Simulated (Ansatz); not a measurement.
The parent structure is CdS in the wurtzite structure (space group P6_3mc, No. 186).

```
CELL_PARAMETERS angstrom
      4.19625     0.00000     0.00000
     -2.09812     3.63406     0.00000
      0.00000     0.00000     6.82952
ATOMIC_POSITIONS crystal
  Cd 0.66667 0.33333 0.49977
  Cd 0.33333 0.66667 0.99977
  S  0.66667 0.33333 0.12323
  S  0.33333 0.66667 0.62323
```

Cartesian axes are those of the cell as printed.

The values are results of PBE/PAW in Ansatz (an electronic-structure program), no SOC, not measurements.

Strains are applied to the cell and any free atomic positions relax; under biaxial strain the out-of-plane vector relaxes too.

One change was made to it. Results:

```csv
quantity,base,after
gap character,direct at Γ,direct at Γ
"valence-band top at Γ (three highest levels, from the VBM)","0.00, 0.00, -0.04 eV","0.00, 0.00, -0.08 eV"
shortest interatomic distance,4.848 bohr,4.835 bohr
```

**Question.** Name the change that was made.
(A) biaxial strain −1.80 %, plane normal [001], relaxed out of plane
(B) biaxial strain −0.60 %, plane normal [001], relaxed out of plane
(C) biaxial strain −3.00 %, plane normal [001], relaxed out of plane
(D) biaxial strain −2.40 %, plane normal [001], relaxed out of plane

**Answer.** B, biaxial strain −0.60 %, plane normal [001], relaxed out of plane. For comparison, the valence-band top at Γ in the other runs: biaxial strain −3.00 %, plane normal [001], relaxed out of plane gives 0.00, 0.00, -0.27 eV; biaxial strain −1.80 %, plane normal [001], relaxed out of plane gives 0.00, 0.00, -0.16 eV; biaxial strain −2.40 %, plane normal [001], relaxed out of plane gives 0.00, 0.00, -0.21 eV.

Stability against distortions was not tested.
